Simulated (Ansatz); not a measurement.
Take Sn in the diamond structure (space group Fd-3m, No. 227; a = 6.474 Å; relaxed with 0.1 eV smearing) as the base. Axes: x, y, z lie along the cube axes.

Calculations: LDA (Ansatz, a program for electronic structure; PAW; 420 eV plane waves; no spin-orbit coupling).

Before the change:

| Quantity | Result |
|---|---|
| Shortest interatomic distance | 2.804 Å |
| Pressure | 0.0 GPa |
| Band gap | zero |

Now apply this change: tensor shear ε_xy = +0.57 % (engineering shear γ = 0.0114), atoms relaxed at fixed cell.

Task: Estimate the effect on the energy relative to the base, shortest interatomic distance, pressure and band gap.

Result: The energy goes up by 0.4 meV/atom; the shortest interatomic distance decreases by 0.0033 Å (2.804 Å → 2.800 Å); the pressure (mean of the normal stresses, compression positive) remains 0.0 GPa; the band gap is still zero.

The cells carry an imposed strain or load. Stability against distortions was not tested.
